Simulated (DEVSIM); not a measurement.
Structure: abrupt Ge n-p junction, at 300 K.

```
layer (left to right)  material  thickness (μm)  Nd (cm⁻³)  Na (cm⁻³)  τn (s)  τp (s)
---------------------  --------  --------------  ---------  ---------  ------  ------
1                            Ge            21.0     3.8e15          -  1.2e-5  1.2e-5
2                            Ge             130          -     2.4e17  1.2e-5  1.2e-5
```

Left contact: ohmic. Right contact: ohmic. Voltage is applied to the left contact. Recombination: SRH at mid-gap, radiative. Mobility is μmin + (μ − μmin)/(1 + (N/Nref)^α).

The device is made up for the run: typed textbook-type constants, with dimensions and the other settings drawn at random. Values at 300 K.

| parameter | Ge |
|---|---|
| gap (eV) | 0.664 |
| affinity (eV) | 4 |
| permittivity | 16 |
| Nc (cm⁻³) | 1.04e19 |
| Nv (cm⁻³) | 6e18 |
| μn (cm²/Vs) | 3900 |
| μp (cm²/Vs) | 1900 |
| μn,min | 150 |
| μp,min | 100 |
| Nref,n | 2.6e17 |
| Nref,p | 4e17 |
| αn | 0.56 |
| αp | 0.6 |
| B (cm³/s) | 6.4e-14 |

Model (solved in DEVSIM): 1D drift-diffusion, Boltzmann statistics, complete ionisation; no tunnelling, impact ionisation, image-force lowering or self-heating.

The doping Nd of layer 1 was swept, all else fixed.

```json
[
 {"doping Nd of layer 1 (cm^-3)": "1.1e14", "potential step across the device at zero bias (V)": "0.285", "dark forward voltage at 1 A/cm² (V)": "0.127", "largest field in the device at zero bias (V/cm)": "23000", "dark forward voltage at 100 A/cm² (V)": "0.366"},
 {"doping Nd of layer 1 (cm^-3)": "3.8e14", "potential step across the device at zero bias (V)": "0.317", "dark forward voltage at 1 A/cm² (V)": "0.148", "largest field in the device at zero bias (V/cm)": "23000", "dark forward voltage at 100 A/cm² (V)": "0.369"},
 {"doping Nd of layer 1 (cm^-3)": "1.1e15", "potential step across the device at zero bias (V)": "0.344", "dark forward voltage at 1 A/cm² (V)": "0.173", "largest field in the device at zero bias (V/cm)": "24000", "dark forward voltage at 100 A/cm² (V)": "0.373"},
 {"doping Nd of layer 1 (cm^-3)": "3.8e15", "potential step across the device at zero bias (V)": "0.376", "dark forward voltage at 1 A/cm² (V)": "0.203", "largest field in the device at zero bias (V/cm)": "26000", "dark forward voltage at 100 A/cm² (V)": "0.383"},
 {"doping Nd of layer 1 (cm^-3)": "1.1e16", "potential step across the device at zero bias (V)": "0.404", "dark forward voltage at 1 A/cm² (V)": "0.231", "largest field in the device at zero bias (V/cm)": "34000", "dark forward voltage at 100 A/cm² (V)": "0.396"},
 {"doping Nd of layer 1 (cm^-3)": "3.8e16", "potential step across the device at zero bias (V)": "0.436", "dark forward voltage at 1 A/cm² (V)": "(withheld)", "largest field in the device at zero bias (V/cm)": "(withheld)", "dark forward voltage at 100 A/cm² (V)": "(withheld)"},
 {"doping Nd of layer 1 (cm^-3)": "1.1e17", "potential step across the device at zero bias (V)": "0.463", "dark forward voltage at 1 A/cm² (V)": "0.294", "largest field in the device at zero bias (V/cm)": "84000", "dark forward voltage at 100 A/cm² (V)": "0.440"}
]
```

**Question.** Some entries are withheld; supply them.

**Answer.** 
- 3.8e16, dark forward voltage at 1 A/cm² (V): 0.265
- 3.8e16, largest field in the device at zero bias (V/cm): 54000
- 3.8e16, dark forward voltage at 100 A/cm² (V): 0.420
